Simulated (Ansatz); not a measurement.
# Carrier properties of BP (F-43m)

Here is the system:

```yaml
crystal:
  lattice:
    - [0.00000, 2.26920, 2.26920]
    - [2.26920, 0.00000, 2.26920]
    - [2.26920, 2.26920, 0.00000]
  atoms:
    - { symbol: B, position: [0.00000, 0.00000, 0.00000] }
    - { symbol: P, position: [0.25000, 0.25000, 0.25000] }
```

Computed with PBEsol with spin-orbit coupling, rigid bands (plane waves, PAW; Ansatz, an electronic-structure program). Condition of this run: hydrostatic pressure -2 GPa (the target of the relaxation). Geometry: cell and atoms relaxed with PBEsol, then loaded as said.

* **band gap**: 1.12 eV
* **electron conductivity mass (300 K, dilute)**: 0.33 mₑ
* **hole conductivity mass (300 K, dilute)**: 0.42 mₑ
* **effective density of states N_c (300 K)**: 4.0e19 cm⁻³
* **effective density of states N_v (300 K)**: 2.6e19 cm⁻³
* **density-of-states mass, electrons**: 1.35 mₑ
* **density-of-states mass, holes**: 1.01 mₑ
* **Seebeck coefficient, n-type 1e19 cm⁻³, 300 K**: -335 μV/K
* **best n-type power factor at 300 K for τ = 10 fs (best axis; densities from 1e16 to 1e21 cm⁻³ tried, whether or not they can be reached)**: 19.5 μW/(cm·K²) at 1e20 cm⁻³
* **Seebeck coefficient, p-type 1e19 cm⁻³, 300 K**: 325 μV/K
* **best p-type power factor at 300 K for τ = 10 fs (best axis; densities from 1e16 to 1e21 cm⁻³ tried, whether or not they can be reached)**: 14.9 μW/(cm·K²) at 1e20 cm⁻³

Rigid bands; masses and Seebeck coefficients take one relaxation time τ for all states and one kind of carrier; polarons and phonon drag are left out.
